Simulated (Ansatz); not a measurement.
LiBH₄ (Ama2, No. 40, 12 atoms in the cell; start mp-1095543), treated with PBE0 (Ansatz, a quantum-chemistry and plane-wave program, PAW).

Settings: plane-wave cutoff 500 eV, 4×6×6 k mesh (along the axes of the cell as run), gaussian smearing 0.02 eV, scalar-relativistic PAW data made under PBE.

Cell (relaxed with r²SCAN):

```
CELL_PARAMETERS angstrom
      6.27489     0.00000     0.00000
      0.00000     2.82511     2.82222
      0.00000    -2.82511     2.82222
ATOMIC_POSITIONS crystal
  Li 0.50000 0.99028 0.99028
  Li 0.00000 0.99028 0.99028
  B  0.75000 0.51593 0.98737
  B  0.25000 0.98737 0.51593
  H  0.59217 0.53412 0.16439
  H  0.40783 0.16439 0.53412
  H  0.90783 0.53412 0.16439
  H  0.09217 0.16439 0.53412
  H  0.75000 0.73003 0.77080
  H  0.25000 0.77080 0.73003
  H  0.75000 0.25524 0.83068
  H  0.25000 0.83068 0.25524
```

Problem. Estimate the band gap that the calculation returns.

Solution. 
- band gap: 7.50 eV (on the SCF k mesh)

Note: cell and atoms aren't relaxed at this level (largest force component 0.04 eV/Å, pressure 0.2 GPa).

The computed numbers hold no vibrational or temperature effects.

A start named mp-… is a Materials Project structure, which need not be a measured phase.
